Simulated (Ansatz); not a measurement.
SiO2 (P4₁2₁2, No. 92), treated with PBE-D3(BJ) (PAW; Ansatz, a program for electronic structure).

Settings: plane-wave cutoff 520 eV, 8×8×6 k mesh (along the axes of the cell as run), Fermi–Dirac smearing 0.01 eV, scalar-relativistic PAW data made under PBE.

On both sides of the equilibrium volume: at 13.591 Å³/atom the pressure is 0.36 GPa and the direct gap at Γ 5.680 eV; at 14.146 Å³/atom they are -0.32 GPa and 5.626 eV. The fitted bulk modulus is 17.4 GPa.

Q: Work out the volume deformation potential of this gap and its pressure coefficient, in two ways.

A: a_V = dE_g/d ln V = (5.626 − 5.680)/ln(14.146/13.591) = -1.35 eV. Since dP = −B d ln V, dE_g/dP = −a_V/B = 78 meV/GPa. Straight from the pressures: (5.680 − 5.626)/(0.36 − (-0.32)) = 79 meV/GPa. At this level and over this range the gap at Γ widens under pressure.
